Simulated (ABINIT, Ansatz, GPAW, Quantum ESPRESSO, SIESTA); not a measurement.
## One structure in several programs: Pt3Ti (Pm-3m, 4 atoms in the cell)

Self-consistent single point.

```
CELL_PARAMETERS angstrom
      3.92000     0.00000     0.00000
      0.00000     3.92000     0.00000
      0.00000     0.00000     3.92000
ATOMIC_POSITIONS crystal
  Ti 0.00000 0.00000 0.00000
  Pt 0.00000 0.50000 0.50000
  Pt 0.50000 0.00000 0.50000
  Pt 0.50000 0.50000 0.00000
```

Shared settings, as Ansatz (a first-principles code) writes them: kpoints.mp_grid.grid = 4 4 4; scf.occupations.method = fermi_dirac; scf.occupations.width = 0.0073 Ry. Potentials and cutoffs stand in the table.

```csv
code,model,pressure (GPa),cutoff
Quantum ESPRESSO,"PBE, SSSP 1.1.2 efficiency (PBE) pseudopotentials",4.55,50 Ry
GPAW,"PBE, GPAW PAW datasets PBE (gpaw-data 1.0.1)",5.09,850 eV
ABINIT,"PBE, norm-conserving pseudopotentials (PseudoDojo nc-sr-05 PBE standard)",4.67,84 Ry
Ansatz,"PBE, default PAW files",5.00,30.9 Ry
SIESTA,"GGA PBE, numerical atomic orbitals DZP, PseudoDojo PBE standard norm-conserving potentials (rewritten from UPF to PSML)",1.95,grid 400 Ry
```

On Ansatz's run: spin-orbit coupling is off. Spin polarisation is off.

The spread over the programs that give each value: pressure within 3.14 GPa.

SIESTA uses small atom-centred bases, whose incompleteness enters pressures, forces and empty levels differently from a plane-wave cutoff. Ansatz's pressure is given at a fixed set of plane waves, as the other plane-wave codes print theirs; with its correction for the finite basis it is 5.07 GPa. In the pressure, SIESTA (by 2.88) lies more than 1 GPa from the median of the plane-wave programs.

On the base mesh (6 6 6) the same programs gave: Ansatz pressure 5.18 GPa; Quantum ESPRESSO pressure 4.73 GPa; ABINIT pressure 4.85 GPa; GPAW pressure 5.29 GPa; SIESTA pressure 2.18 GPa.

The starting cell has typed, rounded lattice constants, without a prior relaxation at this level.

Left out of this page: CP2K (on another mesh).

Keys are those of Ansatz 0.2.
